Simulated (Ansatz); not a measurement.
Data:

End structure of a constructed model of the (0001) surface of hcp Mg, a layer of Rh in place of the second plane (bottom of the slab: a bare face, its two planes held):

```xyz
6
Lattice="3.1990 0.0000 0.0000 -1.5995 2.7704 0.0000 0.0000 0.0000 29.0000" Properties=species:S:1:pos:R:3 pbc="T T T"
Mg     1.5995     0.9235     8.0201
Mg     0.0000     1.8470    10.6097
Mg     1.5995     0.9235    13.2373
Mg     0.0000     1.8470    15.8767
Rh     1.5995     0.9235    17.7859
Mg     0.0000     1.8470    19.6454
```

Set-up: 6 atoms, 13.0 Å thick at the start; mesh 13x13x1; 0.1 eV smearing; dipole correction on; 2 atoms held, the rest relaxed; start symmetry kept, larger cells not searched; no spin, no spin-orbit, no U. It is one candidate, not shown to be the stable structure of the face.

### Question
Predict the work function of the top face from Ansatz (a program for electronic structure) with PBE.

### Answer
3.46 eV
